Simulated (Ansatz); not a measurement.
Input:

```yaml
crystal:
  lattice:
    - [3.51149, 0.00000, 0.00000]
    - [0.00000, 3.51149, 0.00000]
    - [1.75575, -1.75575, 2.39577]
  atoms:
    - { symbol: Be, position: [0.00000, 0.00000, 0.00000] }
    - { symbol: S, position: [0.75000, 0.75000, 0.50000] }
```

No spin polarisation.

The values are results of Kohn–Sham DFT with the r2SCAN functional, run in Ansatz (a program for electronic structure) with PAW and 500 eV plane waves, scalar-relativistic without spin-orbit coupling, not measurements. k-mesh 12×12×12 (Γ-centred); smearing 0.05 eV (Fermi–Dirac).

Problem. What is the computed valence-band top at Γ (three highest levels, from the VBM)?

Solution. 0.00, -0.18, -0.18 eV.

Problem. Estimate the mean in-plane stress (compression positive).

Solution. -3.3 GPa.

Problem. What hole mass does the calculation give?

Solution. 0.34 mₑ out of plane, 0.56 mₑ in plane (at Γ).

The levels and masses belong to the bands next to the band gap. The cells carry an imposed strain or load. Effective masses come from finite differences of ±0.01 Å⁻¹. No phonon test of stability was made. The cell was made from BeS in the zinc blende structure (space group F-43m, No. 216) by this change: biaxial strain +2.00 %, plane normal [001], relaxed out of plane.
